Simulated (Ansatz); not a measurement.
## Hf2O (model structure, started from the Ca2N type, R-3m, No. 166, 3 atoms in the cell): lattice constant a by level of theory

No measured value is used here.

| level (code) | value (Å) |
|---|---|
| LDA (Ansatz) | ? |
| PBE (Ansatz) | 3.132 |
| PBEsol (Ansatz) | 3.099 |
| r²SCAN (Ansatz) | 3.104 |

Task: Fill in the missing entries.

Result: 
- LDA (Ansatz, a first-principles code), value (Å): 3.070

Density-functional levels without +SOC have no spin–orbit coupling. Cutoffs differ between the levels. Ansatz's density-functional and Hartree–Fock values are scalar-relativistic unless marked +SOC, with PAW data made under PBE.

A model structure was made by putting elements into a prototype or built by hand; it is no filed structure, need not be a known phase, and can be a saddle point held by its symmetry.
